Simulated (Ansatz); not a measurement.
## PbTe (model structure, started from the litharge type, P4/nmm, No. 129, 4 atoms in the cell)

Method: PBEsol (Ansatz, a quantum-chemistry and plane-wave program, plane waves, PAW).

Numerical settings: plane-wave cutoff 520 eV, 10×10×8 k mesh (along the axes of the cell as run), Fermi–Dirac smearing 0.05 eV, scalar-relativistic PAW data made under PBE.

Cell (relaxed at this level):

```
PbTe
1.0
    5.56324     0.00000     0.00000
    0.00000     5.56324     0.00000
    0.00000     0.00000     4.03775
Pb Te
2 2
Direct
  0.50000   0.00000   0.39522
  0.00000   0.50000   0.60478
  0.00000   0.00000   0.00000
  0.50000   0.50000   0.00000
```

| Property | Result |
|---|---|
| band gap | none |
| bulk modulus | 24.9 GPa |

Note: the bulk modulus is −V dP/dV from two relaxed cells at ±2 % in volume; the relaxation could raise the start's symmetry but not lower it, so the cell can be a saddle point.

Spin–orbit coupling is not included; it can open a gap where bands touch, and shift volumes and moduli.

Static lattice: no zero-point or thermal effects.

The result took about 17 core-minutes (a rough figure).

A model structure was made by putting elements into a prototype or built by hand; it is no filed structure, need not be a known phase, and can be a saddle point held by its symmetry.
